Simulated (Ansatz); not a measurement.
Base system: ZrN in the rock salt structure (space group Fm-3m, No. 225).

```cif
data_NZr
_chemical_formula_sum 'N1 Zr1'
_space_group_name_H-M_alt 'P 1'
_space_group_IT_number 1
_cell_length_a 3.24931
_cell_length_b 3.24931
_cell_length_c 3.24931
_cell_angle_alpha 60.000
_cell_angle_beta 60.000
_cell_angle_gamma 60.000
loop_
_space_group_symop_operation_xyz
  'x, y, z'
loop_
_atom_site_label
_atom_site_type_symbol
_atom_site_fract_x
_atom_site_fract_y
_atom_site_fract_z
_atom_site_occupancy
N1 N 0.00000 0.00000 0.00000 1
Zr1 Zr 0.50000 0.50000 0.50000 1
```

Computed with Ansatz (an electronic-structure program) PBE, no spin-orbit coupling, earlier PAW set.

Base values:

```
Quantity                Value
-------------------  --------
Lattice parameter a  459.5 pm
```

Modification: hydrostatic tension (pressure −2 GPa).

What happens to the lattice parameter a?

The lattice parameter a grows by 1.3 pm (459.5 pm → 460.8 pm).

Load acts through the strain it causes; cell and atoms are relaxed under it. No phonon test of stability was made. The final runs are not spin-polarised. An odd electron count without spin: ZrN.
